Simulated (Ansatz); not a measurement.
CrPbO3, magnetic orders

Consider CrPbO3 in the cubic perovskite structure (space group Pm-3m, No. 221; ferromagnetic; a cell from a computed database, its experimental status unchecked).

CrPbO3 is taken in the cubic space group Pm-3m (No. 221), the cubic perovskite structure, Pearson symbol cP5. Lattice parameters: a = b = c = 3.827 Å, α = β = γ = 90.00°. Cr on 1a is surrounded by 6 O at 1.913 Å (octahedral). Pb on 1b sees 12 O at 2.706 Å (cuboctahedral). O on 3d has 2 Cr at 1.913 Å and 4 Pb at 2.706 Å (octahedral). (Neighbours: up to the widest gap in distance over summed covalent radii, below 1.35, at either atom; cation-cation and far metal-metal contacts left out.)

Each order is relaxed in cell and atoms; arrows give the starting signs on the magnetic atoms.

Computed with PBEsol, PAW, 420 eV (Ansatz, a first-principles code; spin-orbit coupling left out).

Notes on the quantities. energy relative to the base: σ→0; to 0.01 eV only: unlike meshes or grids; space group: of the atoms, moments ignored.

| change | energy relative to the base | largest site moment | volume per atom | space group |
|---|---|---|---|---|
| base | 0.00 eV/atom | 1.65 μB | 11.21 Å³ | Pm-3m (No. 221) |
| ↑↓ start, q = (1/2, 1/2, 1/2), 10 atoms | -0.01 eV/atom | 1.42 μB | 11.12 Å³ | Pm-3m (No. 221) |
| ↑↓ start, q = (0, 1/2, 1/2), 10 atoms | -0.02 eV/atom | 1.43 μB | 11.13 Å³ | P4/mmm (No. 123) |
| non-magnetic | +0.04 eV/atom | – | 10.98 Å³ | Pm-3m (No. 221) |
| ↑↓ start, q = (0, 0, 1/2), 10 atoms | -0.01 eV/atom | 1.51 μB | 11.15 Å³ | P4/mmm (No. 123) |

Other magnetic orders, which the real material may have, were not ruled out. Stability against distortions was not tested. No Hubbard U is applied, and correlation can decide whether such a compound is a metal. Spin-polarised in the final run: ↑↓ start, q = (1/2, 1/2, 1/2), 10 atoms, base, ↑↓ start, q = (0, 1/2, 1/2), 10 atoms and ↑↓ start, q = (0, 0, 1/2), 10 atoms; the other runs are not. Many cubic perovskites are stable only at high temperature; tilts and polar distortions were not tested.
